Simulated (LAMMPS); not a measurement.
MD of Al (fcc) at zero pressure over temperature, 2048 atoms; each row names its start.

All values are model results, not measurements: classical MD, pair style eam/alloy, file Al_zhou.eam.alloy (LAMMPS).

| T (K), start | state | volume | enthalpy | first peak of g(r) | coordination number | D(Al) |
|---|---|---|---|---|---|---|
| 100, crystal | crystal; no diffusion seen in 30 ps | 17.1076 ± 0.0001 Å³/atom | -3.5535 ± 0.0001 eV/atom | 2.89 Å, height 10.3 | 12.0 (counted to 3.46 Å) | - |
| 200, crystal | crystal; no diffusion seen in 30 ps | 17.2402 ± 0.0004 Å³/atom | -3.5260 ± 0.0001 eV/atom | 2.89 Å, height 7.1 | 12.0 (counted to 3.50 Å) | - |
| 300, crystal | crystal; no diffusion seen in 30 ps | 17.3969 ± 0.0005 Å³/atom | -3.4973 ± 0.0001 eV/atom | 2.89 Å, height 5.6 | 12.0 (counted to 3.54 Å) | - |
| 420, crystal | crystal; no diffusion seen in 30 ps | 17.6120 ± 0.0004 Å³/atom | -3.4615 ± 0.0001 eV/atom | 2.88 Å, height 4.5 | 12.0 (counted to 3.54 Å) | - |
| 560, crystal | crystal; no diffusion seen in 30 ps | 17.895 ± 0.002 Å³/atom | -3.4179 ± 0.0002 eV/atom | 2.88 Å, height 3.8 | 12.1 (counted to 3.62 Å) | - |
| 700, crystal | crystal; no diffusion seen in 30 ps | 18.217 ± 0.002 Å³/atom | -3.3713 ± 0.0002 eV/atom | 2.87 Å, height 3.3 | 12.2 (counted to 3.66 Å) | - |
| 840, crystal | liquid | 19.129 ± 0.002 Å³/atom | -3.2711 ± 0.0002 eV/atom | 2.78 Å, height 2.5 | 12.8 (counted to 3.90 Å) | (7.55 ± 0.09) × 10^-5 cm²/s |
| 980, crystal | liquid | 19.367 ± 0.004 Å³/atom | -3.2310 ± 0.0004 eV/atom | 2.77 Å, height 2.3 | 12.6 (counted to 3.90 Å) | (1.00 ± 0.02) × 10^-4 cm²/s |
| 1120, crystal | liquid | 19.5992 ± 0.0005 Å³/atom | -3.1916 ± 0.0002 eV/atom | 2.78 Å, height 2.2 | 12.5 (counted to 3.90 Å) | (1.29 ± 0.03) × 10^-4 cm²/s |
| 510, melt | liquid | 18.480 ± 0.002 Å³/atom | -3.3742 ± 0.0002 eV/atom | 2.82 Å, height 3.0 | 12.9 (counted to 3.86 Å) | (1.81 ± 0.02) × 10^-5 cm²/s |
| 650, melt | liquid | 18.771 ± 0.002 Å³/atom | -3.3287 ± 0.0002 eV/atom | 2.82 Å, height 2.7 | 12.8 (counted to 3.86 Å) | (4.06 ± 0.08) × 10^-5 cm²/s |
| 750, melt | liquid | 18.967 ± 0.002 Å³/atom | -3.2975 ± 0.0002 eV/atom | 2.80 Å, height 2.6 | 12.9 (counted to 3.90 Å) | (5.66 ± 0.08) × 10^-5 cm²/s |
| 840, melt | liquid | 19.1256 ± 0.0009 Å³/atom | -3.2712 ± 0.0001 eV/atom | 2.79 Å, height 2.5 | 12.8 (counted to 3.90 Å) | (7.2 ± 0.2) × 10^-5 cm²/s |
| 930, melt | liquid | 19.279 ± 0.002 Å³/atom | -3.2457 ± 0.0002 eV/atom | 2.78 Å, height 2.4 | 12.9 (counted to 3.94 Å) | (9.5 ± 0.2) × 10^-5 cm²/s |
| 1030, melt | liquid | 19.452 ± 0.003 Å³/atom | -3.2167 ± 0.0003 eV/atom | 2.80 Å, height 2.3 | 12.6 (counted to 3.90 Å) | (1.10 ± 0.03) × 10^-4 cm²/s |
| 1170, melt | liquid | 19.675 ± 0.002 Å³/atom | -3.1783 ± 0.0002 eV/atom | 2.80 Å, height 2.2 | 12.4 (counted to 3.90 Å) | (1.48 ± 0.04) × 10^-4 cm²/s |
| 1210, melt | liquid | 19.741 ± 0.002 Å³/atom | -3.1672 ± 0.0003 eV/atom | 2.77 Å, height 2.2 | 12.9 (counted to 3.98 Å) | (1.58 ± 0.04) × 10^-4 cm²/s |
| 1310, melt | liquid | 19.894 ± 0.004 Å³/atom | -3.1403 ± 0.0005 eV/atom | 2.77 Å, height 2.1 | 13.2 (counted to 4.02 Å) | (1.76 ± 0.03) × 10^-4 cm²/s |
| 1490, melt | liquid | 20.159 ± 0.002 Å³/atom | -3.0937 ± 0.0003 eV/atom | 2.77 Å, height 2.0 | 13.3 (counted to 4.06 Å) | (2.14 ± 0.04) × 10^-4 cm²/s |

Measured linear expansion coefficient: 23.10 1e-6/K at 293 K (Kaye and Laby Online (NPL), 2.3.5 Thermal expansion).

Measured melting point: 933.5 K (Wikipedia, Melting points of the elements (data page)).

Caution (row 700, crystal): this crystal lies over the melting point of about 650 K that EAM-type Al_zhou.eam.alloy gives, so it is superheated.

Caution (row 510, melt): this liquid lies under the melting point of about 650 K that EAM-type Al_zhou.eam.alloy gives, so it is undercooled.

From the crystal rows between 100 and 420 K, estimate the mean linear expansion coefficient and the heat capacity. The slope of ln V over three gives 30 × 10^-6 /K, and dH/dT = 3.3 kB/atom. Nuclei are classical here, so the heat capacity stays near 3 kB/atom, where a real crystal's falls off below its Debye temperature.

Fit an Arrhenius law to the diffusion of Al in the liquid. ln D against 1/T from 510 to 1490 K gives an activation energy of 0.16 eV and D0 = 0.00074 cm²/s.

States go by the mean squared displacement: a species diffuses where it passes 1.5 Å², still rises and gives D over 1e-6 cm²/s; a crystal has left its structure where atoms lie 0.35 Å off their sites on average or a cubic box changes its shape by 3 %, or the axial ratios of another lie 8 % off the starting cell's, which the potential's own relaxation can also do.

Errors of D are the spread over four groups of atoms in one short run; a floor of about 5 %, a picked value, is safer.

Uncertainties are statistical and leave out the potential's own error.
